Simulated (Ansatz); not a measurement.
**L1₀ (CuAu-type) CuAu**

Level of theory: LDA (plane waves, PAW; Ansatz, a quantum-chemistry and plane-wave program).

Numerical settings: plane-wave cutoff 500 eV, 20×20×16 k mesh (along the axes of the cell as run), Fermi–Dirac smearing 0.1 eV, no spin polarisation, scalar-relativistic PAW data made under PBE.

Cell (relaxed at this level):

```
CELL_PARAMETERS angstrom
      2.78860     0.00000     0.00000
      0.00000     2.78860     0.00000
      0.00000     0.00000     3.54408
ATOMIC_POSITIONS crystal
  Cu 0.00000 0.00000 0.00000
  Au 0.50000 0.50000 0.50000
```

For L1₀ (CuAu-type) CuAu, the volume per atom is 13.78 Å³/atom and the lattice parameter a is 2.789 Å. The c axis length is 3.544 Å.

Measured, for comparison: lattice constant a 2.8 Å (temperature not stated, no zero-point or thermal correction; as tabulated in Nepal et al. (2019), arXiv:1905.09348); lattice parameter c 3.67 Å (temperature not stated, no zero-point or thermal correction; as tabulated in Mehl et al. (2016), arXiv:1607.02532). Computed (rounded) less measured: lattice constant a -0.4 %, lattice parameter c -3.4 %. A static lattice is as a rule a little smaller and stiffer than an uncorrected measurement, which narrows the difference in the lattice constant a and would widen misses of the other sign.

Spin–orbit coupling is not included; it can shift volumes and moduli of such heavy elements.
